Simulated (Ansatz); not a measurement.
Band structure of CaF (P6_3mc, 4 atoms in the cell).

```yaml
crystal:
  lattice:
    - [3.95322, 0.00000, 0.00000]
    - [-1.97661, 3.42359, 0.00000]
    - [0.00000, 0.00000, 6.43637]
  atoms:
    - { symbol: Ca, position: [0.33333, 0.66667, 0.99988] }
    - { symbol: Ca, position: [0.66667, 0.33333, 0.49988] }
    - { symbol: F, position: [0.33333, 0.66667, 0.37512] }
    - { symbol: F, position: [0.66667, 0.33333, 0.87512] }
```

Method of the run: PBEsol, PAW files made with PBE (plane waves; Ansatz, a quantum-chemistry and plane-wave program).

Settings: kpoints.mp_grid.grid = 13 13 7; hamiltonian.xc = pbesol; hamiltonian.pseudopotentials = {kind: paw} (the program's default PAW files); scf.occupations.method = gaussian; scf.occupations.width = 0.01 Ry; kpoints.band_path.npoints = 8.

The starting cell comes from a database of computed structures (which also holds hypothetical and non-ambient phases and stackings), without a prior relaxation at this level. The run gives no clean gap (levels at the Fermi energy touch, overlap or are partly filled at this smearing), which alone does not show that the compound is a metal.

Levels in eV from the Fermi level, bands 14 to 20:
```csv
point,14,15,16,17,18,19,20
Γ,-7.42,-7.34,-7.34,-2.60,0.28,1.88,1.98
M,-7.35,-7.33,-7.24,0.05,0.18,0.84,1.00
K,-7.41,-7.39,-7.39,-0.11,0.76,0.76,0.80
A,-7.38,-7.38,-7.38,-1.36,-1.36,2.46,2.46
L,-7.32,-7.29,-7.29,0.26,0.26,1.10,1.10
H,-7.44,-7.27,-7.27,0.27,0.27,1.11,1.11
```

Bands cross the Fermi level along this path, so the cell is metallic at this level.

Keys are those of Ansatz 0.2.
